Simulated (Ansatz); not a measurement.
System: Ge (P6₃/mmc, No. 194, 8 atoms in the cell; start mp-1091415; another form than the element's usual one). Method: r²SCAN (Ansatz, an electronic-structure program, plane waves, PAW).

Settings: plane-wave cutoff 600 eV, 12×12×4 k mesh (along the axes of the cell as run), scalar-relativistic PAW data made under PBE.

Cell (relaxed at this level):

Space group P6₃/mmc (No. 194); a = 4.0035 Å, b = 4.0035 Å, c = 13.1527 Å, α = 90.00°, β = 90.00°, γ = 120.00°

```csv
atom,site,symmetry,x,y,z
Ge,4e,3m.,0.0000,0.0000,0.0932
Ge,4f,3m.,0.3333,0.6667,0.1559
```

Q: Estimate the Voigt–Reuss–Hill bulk modulus, Voigt–Reuss–Hill shear modulus (Hill average), Young modulus and Poisson ratio that the calculation returns.

A: 
- Voigt–Reuss–Hill bulk modulus: 71.2 GPa
- Voigt–Reuss–Hill shear modulus (Hill average): 55.3 GPa
- Young modulus: 132 GPa
- Poisson ratio: 0.192

Note: the relaxation could not lower the start's symmetry, so the cell can be a saddle point above a distorted one.

Elastic constants are with the ions relaxed.

Computing time: about 80 core-minutes (a rough figure).

A start named mp-… is a Materials Project structure, which need not be a measured phase.
